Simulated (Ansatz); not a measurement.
**Response to strain in hypothetical Amm2 Al2O3**

The reference is Al₂O₃ (space group Amm2, No. 38; a hypothetical phase, not in the database extracts checked).

```xyz
5
Lattice="2.8227 0.0000 0.0000 0.0000 2.6630 4.1524 0.0000 -2.6630 4.1524" Properties=species:S:1:pos:R:3 pbc="T T T"
Al     0.0000     0.0000     0.7330
Al     1.4113     0.0000     6.1719
O      1.4113    -1.4711     5.2238
O      1.4113     1.4711     5.2238
O      0.0000     0.0000     7.2170
```

Cartesian axes are those of the cell as printed.

Strains are applied to the cell and any free atomic positions relax; under biaxial strain the out-of-plane vector relaxes too.

Method: PBEsol, PAW, 420 eV (Ansatz, a program for electronic structure; no SOC).

Notes on the quantities. pressure: mean of the normal stresses, compression positive.

```tsv
variant	volume per atom	band gap	gap character	pressure
base	12.49 Å³	4.01 eV	indirect, T → Γ	0.00 GPa
biaxial strain +3.58 %, plane normal [001], relaxed out of plane	12.88 Å³	3.59 eV	direct at Γ	-6.14 GPa
uniaxial strain ε_yy = +3.65 %	12.94 Å³	3.88 eV	direct at Γ	-5.26 GPa
uniaxial strain ε_zz = +0.98 %	12.61 Å³	3.97 eV	indirect, T → Γ	-1.27 GPa
```

No phonon test of stability was made. The base started in Cc and relaxed to Amm2 at this level.
